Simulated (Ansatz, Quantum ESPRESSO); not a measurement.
Code comparison for NiGePd (P4/nmm, 6 atoms in the cell)

Self-consistent single point.

```yaml
crystal:
  lattice:
    - [3.61740, 0.00000, 0.00000]
    - [0.00000, 3.61740, 0.00000]
    - [0.00000, 0.00000, 6.22999]
  atoms:
    - { symbol: Ni, position: [0.50000, 0.50000, 0.00000] }
    - { symbol: Ni, position: [0.00000, 0.00000, 0.00000] }
    - { symbol: Ge, position: [0.50000, 0.00000, 0.24401] }
    - { symbol: Ge, position: [0.00000, 0.50000, 0.75599] }
    - { symbol: Pd, position: [0.50000, 0.00000, 0.63975] }
    - { symbol: Pd, position: [0.00000, 0.50000, 0.36025] }
```

Shared settings, as Ansatz (a program for electronic structure) writes them: kpoints.mp_grid.grid = 7 7 5; scf.occupations.method = gaussian; scf.occupations.width = 0.136 eV. Potentials and cutoffs stand in the table.

```
code                                                             model  pressure (GPa)  largest force (eV/Å)  cutoff
----------------  ----------------------------------------------------  --------------  --------------------  ------
Ansatz                             LDA (PW92), PAW files made with PBE           -9.22                 0.018  420 eV
Quantum ESPRESSO  LDA (PZ), PSlibrary ultrasoft (LDA) pseudopotentials           -7.65                 0.078   50 Ry
```

Size of the force on each atom (eV/Å): Sizes of forces hide their directions.

```json
[
 {"code": "Ansatz", "Ni1": "0.000", "Ni2": "0.000", "Ge3": "0.018", "Ge4": "0.018", "Pd5": "0.008", "Pd6": "0.008"},
 {"code": "Quantum ESPRESSO", "Ni1": "0.000", "Ni2": "0.000", "Ge3": "0.078", "Ge4": "0.078", "Pd5": "0.051", "Pd6": "0.051"}
]
```

On Ansatz's run: spin polarisation is off.

The spread over the programs that give each value: pressure within 1.57 GPa; largest force within 0.060 eV/Å.

Ansatz's pressure is given at a fixed set of plane waves, as the other plane-wave codes print theirs; with its correction for the finite basis it is -9.16 GPa. The same LDA comes in different parametrisations, which differ slightly.

The starting cell comes from a database of computed structures (which also holds hypothetical and non-ambient phases and stackings), without a prior relaxation at this level. Its lattice was rescaled by a random factor within 2.5 % of one.

Keys are those of Ansatz 0.2.
